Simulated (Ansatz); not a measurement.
Phonon-limited electron mobility of Si (Fd-3m) in cm²/(V·s), Ansatz (a quantum-chemistry and plane-wave program) with PBE, finite-displacement electron-phonon coupling, linearised Boltzmann equation. Condition of this run: hydrostatic pressure 2 GPa (the target of the relaxation). Geometry: relaxed with this functional, without spin-orbit coupling.

| Condition | μ |
|---|---|
| 150 K | ___ |
| 200 K | 3600 |
| 250 K | 2150 |
| 300 K | 1420 |
| 350 K | 993 |
| 400 K | 731 |
| 500 K | ___ |
| 600 K | 291 |

Some entries are withheld; supply them.


- 150 K, μ: 6700
- 500 K, μ: 440

What exponent p of μ ∝ T^−p fits 200 to 400 K (along x)?

p ≈ 2.3; acoustic deformation-potential scattering alone gives 1.5.

Scattering by harmonic phonons alone: no impurities, screening or carrier-carrier scattering, bands fixed at 0 K. From a coarser fine mesh the values given move by up to 5 %. The mesh was bound by memory.
